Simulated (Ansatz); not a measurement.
## SrGaHO₂ (model structure, started from the SrVO2H type, P4/mmm, No. 123, 5 atoms in the cell)

Method: PBEsol+SOC in Ansatz (plane waves, PAW).

Settings: plane-wave cutoff 520 eV, 8×8×10 k mesh (along the axes of the cell as run), Fermi–Dirac smearing 0.01 eV, PAW data made under PBE.

Cell (relaxed with PBEsol):

Space group P4/mmm (No. 123); a = b = 3.937 Å, c = 3.581 Å, α = β = γ = 90.00°

```csv
atom,site,symmetry,x,y,z
Sr,1d,4/mmm,0.5000,0.5000,0.5000
Ga,1a,4/mmm,0.0000,0.0000,0.0000
O,2f,mmm.,0.0000,0.5000,0.0000
H,1b,4/mmm,0.0000,0.0000,0.5000
```

```
Item                                                     Result
-------------------------------------------  ------------------
band gap                                     0.86 eV (indirect)
smallest direct gap on the k points sampled             0.95 eV
direct gap at Γ                                         5.46 eV
```

Note: the relaxation could raise the start's symmetry but not lower it, so the cell can be a saddle point.

It cost roughly 90 core-seconds of CPU time.

A model structure was made by putting elements into a prototype or built by hand; it is no filed structure, need not be a known phase, and can be a saddle point held by its symmetry.

Ansatz is a quantum-chemistry and plane-wave program.
